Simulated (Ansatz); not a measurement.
CuAu, pressure series

Consider CuAu (space group P4/mmm, No. 123).

```yaml
crystal:
  lattice:
    - [2.86058, 0.00000, 0.00000]
    - [0.00000, 2.86058, 0.00000]
    - [0.00000, 0.00000, 3.55181]
  atoms:
    - { symbol: Cu, position: [0.50000, 0.50000, 0.50000] }
    - { symbol: Au, position: [0.00000, 0.00000, 0.00000] }
```

Cell and atoms are relaxed at each pressure.

Method: r2SCAN in Ansatz (plane waves to 500 eV, PAW, without spin-orbit coupling).

```json
[
 {"pressure (GPa)": "-2", "volume per atom (Å³/atom)": "14.724"},
 {"pressure (GPa)": "-1", "volume per atom (Å³/atom)": "14.626"},
 {"pressure (GPa)": "0", "volume per atom (Å³/atom)": "14.532"},
 {"pressure (GPa)": "3", "volume per atom (Å³/atom)": "14.272"},
 {"pressure (GPa)": "7", "volume per atom (Å³/atom)": "13.964"},
 {"pressure (GPa)": "15", "volume per atom (Å³/atom)": "13.452"},
 {"pressure (GPa)": "30", "volume per atom (Å³/atom)": "?"},
 {"pressure (GPa)": "50", "volume per atom (Å³/atom)": "12.012"}
]
```

### Question
Fit the third-order Birch–Murnaghan form P(V) = (3B₀/2)[(V₀/V)^(7/3) − (V₀/V)^(5/3)]·[1 + (3/4)(B₀′ − 4)((V₀/V)^(2/3) − 1)] (squares taken in P) to the rows shown and predict the withheld row.

### Answer
Least squares on the printed values gives V₀ = 14.532 Å³/atom, B₀ = 158 GPa, B₀′ = 5.3; this predicts 12.721 Å³/atom, and the run gives 12.720 Å³/atom, in agreement.

Load acts through the strain it causes; cell and atoms are relaxed under it. Whether these cells are dynamically stable was not tested. Competing high-pressure phases were not computed. The final runs are not spin-polarised.

Ansatz is a first-principles code.
